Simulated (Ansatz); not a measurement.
Mg, response to strain

The reference is Mg in the hcp (Mg type) structure (space group P6_3/mmc, No. 194; a = 3.175 Å, c = 5.163 Å; relaxed with 0.1 eV smearing). Axes: x lies along a and z along c of the hexagonal cell.

Strains are applied to the cell and any free atomic positions relax; under biaxial strain the out-of-plane vector relaxes too.

The values are results of PBEsol, PAW, 420 eV (Ansatz, a quantum-chemistry and plane-wave program; no SOC), not measurements.

| biaxial strain, plane normal [001], relaxed out of plane (%) | out-of-plane strain (%) |
|---|---|
| -3 | 1.59 |
| -2.5 | 1.32 |
| -2 | 1.07 |
| -1.5 | 0.81 |
| -1 | 0.55 |
| -0.5 | ? |
| 0 | 0.00 |

Q: Fit ε⊥ = −νε + γε² (strains in %) to the rows shown and predict the withheld row.

A: Least squares on the printed values gives ν = 0.55 (the biaxial Poisson response) and γ = -0.008 (largest residual 0.01 %); this predicts 0.27 %, and the run gives 0.27 %, in agreement.

Stability against distortions was not tested.
